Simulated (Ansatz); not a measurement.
Consider GeSe in the GeS type structure (space group Pnma, No. 62; layered, stacked along the Cartesian x axis).

```xyz
8
Lattice="10.5197 0.0000 0.0000 0.0000 3.8238 0.0000 0.0000 0.0000 4.1422" Properties=species:S:1:pos:R:3 pbc="T T T"
Ge     6.4828     2.8678     2.4745
Ge     9.2967     0.9559     0.4034
Ge     4.0369     0.9559     1.6677
Ge     1.2229     2.8678     3.7388
Se     3.7552     2.8678     4.1096
Se     1.5046     0.9559     2.0385
Se     6.7645     0.9559     0.0326
Se     9.0151     2.8678     2.1037
```

All numbers come from Kohn–Sham DFT with the PBEsol-D3(BJ) functional, run in Ansatz (a quantum-chemistry and plane-wave program) with PAW and 420 eV plane waves, without spin-orbit coupling, earlier PAW set.

Before the change:

| Quantity | Result |
|---|---|
| Volume per atom | 20.83 Å³ |

Modification: C takes the place of Ge on all its sites; the structure is relaxed again.

Tabulated Pauling electronegativity and covalent radius: Ge 2.01, 1.20 Å; C 2.55, 0.76 Å.

Question: Estimate the effect on the volume per atom.

Answer: The volume per atom drops by 7.29 Å³, from 20.83 Å³ to 13.54 Å³.

Stability against distortions was not tested. As relaxed here, SeC is a hypothetical phase, not in the database extracts checked. The final runs are not spin-polarised. The D3 term's C6 switches between coordination references near this geometry, which can add small steps to energies.
